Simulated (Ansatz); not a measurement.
Take Bi₂Te₃ in the Bi2Te3 type structure (space group R-3m, No. 166) as the base.

```cif
data_Bi6Te9
_chemical_formula_sum 'Bi6 Te9'
_space_group_name_H-M_alt 'R-3m :H'
_space_group_IT_number 166
_space_group_name_Hall '-R 3 2"'
_cell_length_a 4.39454
_cell_length_b 4.39454
_cell_length_c 31.38429
_cell_angle_alpha 90.000
_cell_angle_beta 90.000
_cell_angle_gamma 120.000
loop_
_atom_site_label
_atom_site_type_symbol
_atom_site_symmetry_multiplicity
_atom_site_Wyckoff_symbol
_atom_site_fract_x
_atom_site_fract_y
_atom_site_fract_z
_atom_site_occupancy
Bi1 Bi 6 c 0.00000 0.00000 0.39834 1
Te1 Te 3 a 0.00000 0.00000 0.00000 1
Te2 Te 6 c 0.00000 0.00000 0.21376 1
```
(The calculation used a cell of 5 atoms; values per cell refer to that cell.)

Method: Kohn–Sham DFT with the r2SCAN+rVV10 functional, run in Ansatz (a quantum-chemistry and plane-wave program) with PAW and 500 eV plane waves, no spin-orbit coupling.

Now apply this change: full substitution Te → Se; the structure is relaxed again.

Measured lattice parameter a: Bi2Te3 4.386 Å (temperature not stated; as listed in Xin Luo, Michael B. Sullivan, Su Ying Quek, Physical Review B (2012)); Bi2Se3 4.143 Å (temperature not stated; as listed in Xin Luo, Michael B. Sullivan, Su Ying Quek, Physical Review B (2012)).

Q: How well does r2SCAN+rVV10 reproduce the measured shift?

A: With r2SCAN+rVV10 the lattice parameter a moves by -0.250 Å (4.395 → 4.145) against -0.243 Å measured.

Stability against distortions was not tested.
